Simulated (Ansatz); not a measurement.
Amorphous Zr$_{20}$O$_{37}$N$_{2}$, 59 atoms at 5.63 g/cm³, one PBE-relaxed geometry, zone centre. Methods: PBE, scalar-relativistic without spin-orbit coupling (Ansatz, a program for electronic structure); r2SCAN, scalar-relativistic without spin-orbit coupling (Ansatz); HSE06, scalar-relativistic without spin-orbit coupling (Ansatz). Plane waves to 420 eV (r2SCAN 500 eV); exact exchange is cut at the cell's faces. All rungs ran without spin polarisation.

Preparation: random packing, a CHGNet melt and quench, and a DFT relaxation. O and N atoms were pushed apart under 1.9 Å during the dynamics, to hinder bonds among them. The hot cell started wider than the set density and was brought back towards it in steps. It is the lowest in DFT energy of 2 quenches. It is a model cell: composition and starting density were chosen by hand, and all elements were melted together. No dispersion term was used. Its density started from a set value of 5.37 and ended at 5.63 g/cm³. The quench (nominally 450 K/ps over its main leg) was far faster than any real one, so the model tends to hold more defects than a real film. A cell of this size samples the disorder only roughly. The volume was free in the relaxation, at fixed shape. Stress components on the final sampling reach 2.4 GPa. On a 2×2×2 Γ-centred mesh force components of up to 0.13 eV/Å stay, since the relaxation ran on the zone centre alone. Cycles of charging lowered its energy after that relaxation.

The relaxation ran on the zone centre alone. At PBE the gap is 2.97 eV on a 2×2×2 Γ-centred mesh, and the spacing at the zone centre alone 3.00 eV.

Task: What zone-centre spacing does r2SCAN give, roughly?

Result: 3.41 eV (+0.41 eV against PBE).

Task: What zone-centre spacing does HSE06 give, roughly?

Result: 4.40 eV (+1.40 eV against PBE).

The highest filled and the lowest empty state spread over these numbers of atoms (participation numbers): PBE: 6.1 and 8.0; r2SCAN: 5.7 and 7.6; HSE06: 5.5 and 8.7.
